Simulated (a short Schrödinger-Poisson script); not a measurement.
System: gated In0.52Al0.48As/In0.53Ga0.47As modulation-doped gas in a quantum well, at 300 K.

| layer | material | thickness (nm) | Nd (cm⁻³) | Na (cm⁻³) |
|---|---|---|---|---|
| 1 | In0.52Al0.48As | 30 | - | - |
| 2 | In0.52Al0.48As | 10 | 1.1e18 | - |
| 3 | In0.52Al0.48As | 40 | - | - |
| 4 | In0.53Ga0.47As | 8 | - | - |
| 5 | In0.52Al0.48As | 4000 | - | 9e15 |

The device is made up for the run: typed textbook-type constants, with dimensions and the other settings drawn at random. In0.52Al0.48As: permittivity 12.5, conduction-band edge (eV) 0.52, gap (eV) 1.45, electron mass (mₑ) 0.075, Nv at 300 K (cm⁻³) 1.1e19. In0.53Ga0.47As: permittivity 13.9, conduction-band edge (eV) 0, gap (eV) 0.74, Nv at 300 K (cm⁻³) 7.7e18.

Channel valleys (confinement mass, in-plane density-of-states mass, number): Γ 0.041, 0.041, 1. At the gate the conduction-band edge of layer 1 lies 0.65 eV − eVg above the Fermi level of the channel; the field vanishes at the back. Donor level 0.05 eV below the band edge. The barrier under the gate holds no holes. Gaps are held at their typed values at every temperature. Mesh 0.08 nm at interfaces.

Solved with a short Schrödinger-Poisson script written for these runs: 1D Poisson equation in equilibrium, electrons quantum, Hartree (BenDaniel-Duke, 40 states a valley, the channel's in-plane mass for all, wave functions free to enter the barrier), parabolic valleys, classical holes, donors ionised by Fermi statistics, acceptors fully, no traps, pinning or gate leakage.

The same stack at other levels of the model or other numerical settings:

| run | sheet density of all electrons at Vg = 0.4 V (cm⁻²) | sheet density of all electrons at Vg = -0.1 V (cm⁻²) | capacitance at Vg = 0.4 V (μF/cm²) | centroid of the channel electrons at Vg = 0.4 V (nm) | rough cost against the base |
|---|---|---|---|---|---|
| base | 2.44e11 | 8.75e9 | 0.268 | 3.80 | about 1 |
| electrons treated as classical, Boltzmann | 3.17e11 | 2.60e10 | 0.262 | 2.95 | 0.03 |
| electrons treated as classical, Fermi-Dirac | 2.95e11 | 2.52e10 | 0.264 | 3.31 | 0.1 |
| electrons treated as quantum, Hartree plus LDA exchange-correlation | 2.55e11 | 9.53e9 | 0.267 | 3.80 | 2 |
| mesh six times as coarse | 2.43e11 | 8.49e9 | 0.268 | 3.80 | 0.3 |
| one subband a valley | 2.37e11 | 8.74e9 | 0.264 | 3.80 | 0.2 |

The classical rows ignore confinement, and Boltzmann statistics overrate the density once the band edge passes the Fermi level.
